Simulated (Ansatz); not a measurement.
MgSnO3 (R-3, No. 148, 10 atoms in the cell; start mp-1176491), treated with G0W0@PBEsol (Ansatz, a program for electronic structure, hard PAW, contour deformation, complete-basis limit).

Settings: largest k mesh 6×6×6 (not extrapolated in the mesh).

Cell (relaxed with PBEsol):

```
CELL_PARAMETERS angstrom
      2.63924     1.52377     4.70229
     -2.63924     1.52377     4.70229
      0.00000    -3.04753     4.70229
ATOMIC_POSITIONS crystal
  Mg 0.35688 0.35688 0.35688
  Mg 0.64312 0.64312 0.64312
  Sn 0.14733 0.14733 0.14733
  Sn 0.85267 0.85267 0.85267
  O  0.04786 0.44859 0.75636
  O  0.95214 0.55141 0.24364
  O  0.44859 0.75636 0.04786
  O  0.55141 0.24364 0.95214
  O  0.75636 0.04786 0.44859
  O  0.24364 0.95214 0.55141
```

### Question
Predict the band gap.

### Answer

* **band gap**: 4.77 eV

Note: filled d or f shells below the valence bands can shift G0W0 gaps through exchange with them, which wasn't tested here; the gap holds a correction of +0.30 eV to the complete basis, taken at k points off the band edges.

Spin–orbit coupling is not included.

Static lattice: no zero-point or thermal effects.

A start named mp-… is a Materials Project structure, which need not be a measured phase.
